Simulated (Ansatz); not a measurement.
Structures of equal composition on the (111) surface of fcc Ir: a pseudomorphic layer of Pd in the host's stacking; a pseudomorphic layer of Pd in the other hollow. The slabs share one bottom face, and each structure is named by its start. These are constructed structures in small cells; real faces may alloy, dewet or reconstruct in larger ones, and not all known structures of the face are among them. Slabs of about 11 Å, Fermi-Dirac smearing of 0.1 eV. Bottom of the slabs: a bare face, its two planes held. Relaxed from the named starts with such symmetry as they have, on meshes of like density; energies extrapolated to zero smearing; spin only where a row says so; no spin-orbit coupling, no U. Brackets mark spin-polarised runs, whose order is one that fits the cell.

Calculation: PBE (plane waves to 420 eV, PAW; Ansatz, an electronic-structure program).

Problem. Order them by energy per 1x1 cell (lowest first) at the level PBE.

Solution. a pseudomorphic layer of Pd in the host's stacking (0.000 eV), a pseudomorphic layer of Pd in the other hollow (0.052 eV)
